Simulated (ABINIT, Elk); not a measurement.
An ABINIT input for a self-consistent single point of Be4NiGe (F-43m, 6 atoms in the cell) (DFT, LDA (PW92), plane waves, norm-conserving pseudopotentials (PseudoDojo nc-sr-04 LDA standard)):

```
# Be4NiGe, PseudoDojo nc-sr-04 LDA standard
pp_dirpath "./"
pseudos "Be.upf, Ni.upf, Ge.upf"
acell 3*1.0
rprim
         0.0000000000    5.7937302228    5.7937302228
         5.7937302228    0.0000000000    5.7937302228
         5.7937302228    5.7937302228    0.0000000000
natom 6
ntypat 3
znucl 4 28 32
typat 1 1 1 1 2 3
xcart
         2.3101018668    2.3101018668    2.3101018668
         2.3101018668    3.8217181332    3.8217181332
         3.8217181332    3.8217181332    2.3101018668
         3.8217181332    2.3101018668    3.8217181332
         4.5988650000    4.5988650000    4.5988650000
         0.0000000000    0.0000000000    0.0000000000
      Angstrom
ecut 49
ixc 7
occopt 3
tsmear 0.00183747
nband 31
kptopt 1
ngkpt 12 12 12
nshiftk 1
shiftk 0 0 0
nstep 60
tolvrs 1.0e-10
prtwf 0
prtden 0
prtvol 1
enunit 2
```

**Question.** Translate this input to Elk.

**Answer.** One input that does it (others would too):

```
tasks
  0

xctype
  3

rgkmax
  7.0

rmtscf
  0.98

stype
  3

swidth
  0.00183747

scale
  1.889726125

avec
    0.0000000000    3.0659100000    3.0659100000
    3.0659100000    0.0000000000    3.0659100000
    3.0659100000    3.0659100000    0.0000000000

sppath
  './'

atoms
  3   : nspecies
  'Be.in'   : spfname
  4   : natoms; atposl, bfcmt below
  0.3767400000  0.3767400000  0.3767400000    0.0 0.0 0.0
  0.8697800000  0.3767400000  0.3767400000    0.0 0.0 0.0
  0.3767400000  0.3767400000  0.8697800000    0.0 0.0 0.0
  0.3767400000  0.8697800000  0.3767400000    0.0 0.0 0.0
  'Ni.in'   : spfname
  1   : natoms; atposl, bfcmt below
  0.7500000000  0.7500000000  0.7500000000    0.0 0.0 0.0
  'Ge.in'   : spfname
  1   : natoms; atposl, bfcmt below
  0.0000000000  0.0000000000  0.0000000000    0.0 0.0 0.0

ngridk
  12 12 12
```

Basis settings and potentials, where a program has them, do not carry over. This input uses DFT, LDA (PW92), all-electron FP-LAPW, Elk's shipped species files, default APW+lo basis. LDA parametrisations can differ slightly between programs.

The starting cell comes from a database of computed structures (which also holds hypothetical and non-ambient phases and stackings), without a prior relaxation at this level.
